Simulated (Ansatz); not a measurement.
The starting structures come from a database of crystals and need not be the phases stable at ambient conditions.

The decay constant κ of evanescent states in the gap governs leakage through a thin film.

Data:

```xyz
14
Lattice="3.7993 0.0000 0.0000 0.0000 11.8034 0.0000 0.0000 0.0000 6.8884" Properties=species:S:1:pos:R:3 pbc="T T T"
Na     1.8997     8.0443     0.5879
Na     1.8997     3.7592     6.3005
Na     1.8997     9.6609     4.0320
Na     1.8997     2.1426     2.8563
Mg     0.0000     5.9017     3.4442
Mg     0.0000     0.0000     0.0000
Cl     0.0000     2.3202     0.8273
Cl     0.0000     9.4832     6.0611
Cl     0.0000     3.5815     4.2715
Cl     0.0000     8.2219     2.6169
Cl     1.8997    11.2880     1.6384
Cl     1.8997     0.5155     5.2500
Cl     1.8997     6.4172     5.0826
Cl     1.8997     5.3863     1.8058
```

The cell is taken as given.

Transport runs along the normal of the first two printed cell vectors.

No gap correction and no spin-orbit coupling; mid-gap is the computed energy nearest the middle.

Q: State the band gap and the smallest decay constant κ at mid-gap according to Ansatz (a quantum-chemistry and plane-wave program) with r2SCAN.

A: Gap 5.83 eV on a 8×4×6 mesh; κ = 0.389 1/Å, at the zone centre.
